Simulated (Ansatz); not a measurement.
Defect: Hf vacancy in hcp Hf, neutral cell. Calculation: PBE, PAW (plane waves to 420 eV; Ansatz, a first-principles code).

Settings: 36 host sites, the relaxed PBE lattice, a 2×2×2 k-point mesh shifted by half a step along c, smearing 0.10 eV, spin-restricted, no image-charge correction. Energies are static. Spin-orbit coupling is left out. Forms of the defect that were not tried may lie lower.

Barriers: single points on a 3×3×3 k-point mesh shifted by half a step along c at the bands' geometries (they differ from the bands' own by up to 0.13 eV, and are uncertain by about as much).

The step: one Hf atom jumps into the vacancy from a nearby Hf site. Atoms about the jump, Cartesian Å from the middle of the jump, before and after:

```
atom     x0     y0     z0     x1     y1     z1
----  -----  -----  -----  -----  -----  -----
Hf1   -0.79  -0.45  -1.24   0.79   0.45   1.24
Hf2   -2.40   0.50   1.27  -2.40   0.46   1.24
Hf3    0.80   2.31  -1.24   0.76   2.33  -1.27
Hf4    2.39  -0.45  -1.24   2.40  -0.50  -1.27
Hf5   -0.77  -2.33   1.27  -0.81  -2.30   1.24
Hf6   -2.39   2.31  -1.27  -2.38   2.33  -1.27
Hf7    0.80  -3.22  -1.27   0.83  -3.22  -1.27
Hf8   -0.83   3.22   1.27  -0.81   3.22   1.28
Hf9    2.37  -2.33   1.27   2.39  -2.31   1.27
Hf10   0.80   0.47  -3.80   0.79   0.46  -3.79
Hf11  -0.79  -0.46   3.79  -0.80  -0.46   3.79
```

Problem. Where do these atoms stand at the saddle point, and how high is it?

Solution. 
```tsv
atom	x	y	z
Hf1	0.00	0.00	-0.01
Hf2	-2.57	0.47	1.35
Hf3	0.87	2.46	-1.37
Hf4	2.56	-0.47	-1.37
Hf5	-0.88	-2.46	1.35
Hf6	-2.27	2.28	-1.27
Hf7	0.84	-3.10	-1.27
Hf8	-0.85	3.11	1.25
Hf9	2.26	-2.28	1.25
Hf10	0.80	0.46	-3.79
Hf11	-0.81	-0.47	3.78
```
It lies 0.99 eV above the start and 0.99 eV above the end. The saddle point's order was not checked, and it lies on a symmetry element of the cell, where a band can be held.
